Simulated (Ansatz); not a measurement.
Base system: GaP in the zinc blende structure (space group F-43m, No. 216; a = 5.438 Å). Axes: x, y, z lie along the cube axes.

Method: PBEsol in Ansatz (plane waves to 420 eV, PAW, no SOC).

Before the change:

| Quantity | Value |
|---|---|
| Band gap | 1.45 eV |

It is then changed as follows: uniaxial stress, 1 GPa tension along z; all other stress components relax to zero.

Question: What happens to the band gap?

Answer: The band gap falls by 0.05 eV, from 1.45 eV to 1.40 eV.

Load acts through the strain it causes; cell and atoms are relaxed under it. Stability under load was not tested beyond the relaxation.

Ansatz is a first-principles code.
